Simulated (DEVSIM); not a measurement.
Structure: Au/SiO2/p-GaSb capacitor, at 300 K.

```
layer (left to right)  material  thickness (nm)  Na (cm⁻³)
---------------------  --------  --------------  ---------
1                          SiO2            32.0          -
2                          GaSb             600     9.9e17
```

Metal gate on the left, work function 5.1 eV. Fixed charge at the semiconductor interface 0 cm⁻² (in units of +e); interface traps 1e10 cm⁻² eV⁻¹, uniform in energy, neutral level at 0.3 of the gap above the valence band.

The device is made up for the run: typed textbook-type constants, with dimensions and the other settings drawn at random. Values at 300 K.

```csv
parameter,SiO2,GaSb
gap (eV),9,0.726
affinity (eV),0.9,4.06
permittivity,3.9,15.7
Nc (cm⁻³),-,2.1e17
Nv (cm⁻³),-,1.8e19
```

Simulated with DEVSIM: 1D Poisson equation in equilibrium, Boltzmann statistics, complete ionisation; no quantum confinement or tunnelling. Metal contacts follow the ideal Schottky-Mott rule: no Fermi-level pinning, no interface dipoles.

Give the band bending (positive: bands bend down) and minority sheet density.


```json
[
 {"Vg (V)": "-3", "ψs (V)": "-0.070", "minority carriers (cm⁻²)": "< 1e8"},
 {"Vg (V)": "-1.5", "ψs (V)": "-0.047", "minority carriers (cm⁻²)": "< 1e8"},
 {"Vg (V)": "0", "ψs (V)": "-0.013", "minority carriers (cm⁻²)": "< 1e8"},
 {"Vg (V)": "1.5", "ψs (V)": "0.052", "minority carriers (cm⁻²)": "< 1e8"},
 {"Vg (V)": "3", "ψs (V)": "0.181", "minority carriers (cm⁻²)": "< 1e8"},
 {"Vg (V)": "4.5", "ψs (V)": "0.390", "minority carriers (cm⁻²)": "< 1e8"}
]
```
